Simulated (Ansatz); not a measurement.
Response to strain in WSe2

Start from WSe2 (space group P6_3/mmc, No. 194; a = 3.2790 Å, c = 12.7862 Å; layered, stacked along the Cartesian z axis).

Strains are applied to the cell and any free atomic positions relax.

All numbers come from PBE-D3(BJ) in Ansatz (plane waves to 420 eV, PAW, spin-orbit coupling left out).

Notes on the quantities. energy relative to the base: free energy F.

```tsv
isotropic strain (%)	energy relative to the base (meV/atom)
-3	37.6
-2.4	23.4
-1.8	?
-1.2	5.6
-0.6	1.4
0	0.0
```

### Question
Fit ΔE = Aε² + Bε³ (ε in %) to the rows shown and predict the withheld row.

### Answer
Least squares on the printed values gives A = 3.65 and B = -0.18 meV/atom (largest residual 0.0 meV/atom); this predicts 12.8 meV/atom, and the run gives 12.9 meV/atom, in agreement.

Stability against distortions was not tested.

Ansatz is an electronic-structure program.
